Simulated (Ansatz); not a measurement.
GaAs (Imm2), r2SCAN with spin-orbit coupling, rigid bands in Ansatz (a first-principles code): Condition of this run: biaxial stress in (110) of 2.4 GPa (compression positive) (the target of the relaxation). band gap 0.99 eV, N_c = 4.24e17 cm⁻³ and N_v = 3.89e18 cm⁻³ at 300 K, conductivity masses along y (a = (0.03, 2.83, 2.77) Å; b = (2.83, 0.03, 2.77) Å; c = (2.86, 2.86, 0.00) Å) of 0.0710 mₑ (electrons) and 0.336 mₑ (holes). Take k_BT = 0.02585 eV.

Task: Find the intrinsic carrier density and the intrinsic Fermi level.

Result: n_i = √(N_c N_v) exp(−E_g/2k_BT) = 1.28e18 × exp(−19.15) = 6.2e9 cm⁻³. The level lies (k_BT/2) ln(N_v/N_c) = 29 meV from mid-gap (positive towards the conduction band). Each 0.1 eV added to the gap lowers n_i by a factor of 6.9.

Task: What thermal injection velocity √(2k_BT/πm) limits a ballistic channel along the direction named?

Result: 2.02e7 cm/s for electrons and 9.28e6 cm/s for holes, a ratio of √(m_h/m_e) = 2.18, for dilute carriers.

Rigid, parabolic bands with the computed gap; masses take one relaxation time for all states. Geometry: cell and atoms relaxed with PBEsol.
